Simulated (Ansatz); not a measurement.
Start from SiC (space group Pm-3n, No. 223; a = 5.331 Å; a hypothetical phase, not in the database extracts checked). Axes: x, y, z lie along the cube axes.

All numbers come from plane-wave PAW DFT at the PBEsol level (Ansatz, a first-principles code, 420 eV), no spin-orbit coupling.

A first run, uniaxial strain ε_zz = −1.31 %, gives secant values C11 ≈ 400 GPa and C12 ≈ 68 GPa from its stress. A second run applies biaxial strain −2.15 %, plane normal [001], relaxed out of plane.

Problem. What does linear elasticity predict for −ε⊥/ε∥ in the second run, and what does the run give?

Solution. Linear elasticity: 2 C12/C11 = 0.34. The run gives 0.35; any difference comes from nonlinear terms at these strains and numerical noise.

Whether these cells are dynamically stable was not tested.
